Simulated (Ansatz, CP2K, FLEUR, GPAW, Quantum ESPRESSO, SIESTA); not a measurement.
## Code comparison for Sb (R-3m, 2 atoms in the cell)

Self-consistent single point.

```yaml
crystal:
  lattice:
    - [2.16357, 1.24914, 3.80613]
    - [-2.16357, 1.24914, 3.80613]
    - [0.00000, -2.49827, 3.80613]
  atoms:
    - { symbol: Sb, position: [0.26826, 0.26826, 0.26826] }
    - { symbol: Sb, position: [0.73174, 0.73174, 0.73174] }
```

Shared settings, as Ansatz (a first-principles code) writes them: kpoints.mp_grid.grid = 8 8 8; scf.occupations.method = fermi_dirac; scf.occupations.width = 0.136 eV. Potentials and cutoffs stand in the table.

```csv
code,model,pressure (GPa),largest force (eV/Å),cutoff
SIESTA,"GGA PBEsol, numerical atomic orbitals DZP, PseudoDojo PBEsol standard norm-conserving potentials (rewritten from UPF to PSML)",0.21,0.584,grid 300 Ry
CP2K,"PBEsol, GPW, DZVP-MOLOPT-SR-GTH basis, GTH-PBE potentials (GTH_POTENTIALS)",1.75,0.416,grid 400 Ry
GPAW,"PBEsol, GPAW PAW datasets PBEsol (made by gpaw-setup)",-0.88,0.196,600 eV
Quantum ESPRESSO,"PBEsol, PSlibrary ultrasoft (PBE) pseudopotentials",-0.47,0.277,30 Ry
FLEUR,"PBEsol, all-electron FLAPW (FLEUR), scalar-relativistic valence",–,0.228,Kmax 3.9 1/bohr
Ansatz,"PBEsol, default PAW files made with PBE",-0.61,0.215,default
```

A dash marks a value that a program does not give, or that is left out as unsure.

On Ansatz's run: spin-orbit coupling is off.

The spread over the programs that give each value: pressure within 2.63 GPa; largest force within 0.388 eV/Å.

SIESTA and CP2K use small atom-centred bases, whose incompleteness enters pressures, forces and empty levels differently from a plane-wave cutoff. FLEUR treats all electrons, but the usual bases taken here (sphere radii, linearisation, local orbitals, empty states) were not tested for convergence, so the values are no reference for the others. Ansatz's pressure is given at a fixed set of plane waves, as the other plane-wave codes print theirs; with its correction for the finite basis it is -0.58 GPa. In the pressure, CP2K (by 2.36) lies more than 1 GPa from the median of the plane-wave programs. In the force vectors, SIESTA (by 0.369) and CP2K (by 0.201) lie more than 0.08 eV/Å from the median of the plane-wave programs.

The starting cell comes from a database of computed structures (which also holds hypothetical and non-ambient phases and stackings), without a prior relaxation at this level. Its lattice was rescaled by a random factor within 2.5 % of one.

Left out of this page: Elk (not drawn, or without a comparable value).

Keys are those of Ansatz 0.2.
